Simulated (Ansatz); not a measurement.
# What isotropic strain −2.50 % does to GaN

Take GaN in the zinc blende structure (space group F-43m, No. 216; a = 4.498 Å) as the base.

One thing is altered: an isotropic linear strain of −2.50 %, atoms relaxed at fixed cell.

Calculations: PBEsol (Ansatz, a first-principles code, PAW, scalar-relativistic without spin-orbit coupling). k-mesh 13×13×13 (Γ-centred); smearing 0.05 eV (Fermi–Dirac).

| quantity | base | changed | shift |
|---|---|---|---|
| volume per atom | 11.38 Å³ | 10.54 Å³ | -0.832 Å³ |
| space group | F-43m (No. 216) | F-43m (No. 216) | – |
| shortest interatomic distance | 194.8 pm | 189.9 pm | -4.9 pm |
| energy relative to the base (free energy F) | 0 meV/atom | +41 meV/atom | +41 meV/atom |
| pressure | 0.00 GPa | 16.89 GPa | +16.884 GPa |
| band gap | 1.70 eV | 2.18 eV | +0.48 eV |
| gap character | direct at Γ | direct at Γ | – |
| mean gap deformation potential ΔEg/Δln V | – | -6.3 eV | – |
| width of the top valence band | 3.72 eV | 4.12 eV | +0.40 eV |
| electron mass | 0.15 mₑ (at Γ) | 0.19 mₑ (at Γ) | – |
| hole mass (degenerate bands, along [100]) | 0.16, 0.86, 0.86 mₑ (at Γ) | 0.20, 0.82, 0.82 mₑ (at Γ) | – |
| valley order (the lowest conduction-band minima on the path, energy above the VBM, named in the base's zone) | Γ 1.70 eV; X along ⟨100⟩ 3.22 eV | Γ 2.18 eV; X along ⟨100⟩ 3.24 eV | – |

Final structure:

```xyz
2
Lattice="0.0000 2.1928 2.1928 2.1928 0.0000 2.1928 2.1928 2.1928 0.0000" Properties=species:S:1:pos:R:3 pbc="T T T"
Ga     0.0000     0.0000     0.0000
N      1.0964     1.0964     1.0964
```

Effective masses come from finite differences of ±0.01 Å⁻¹. No phonon test of stability was made. This is not the structure that GaN has at room temperature and ambient pressure.
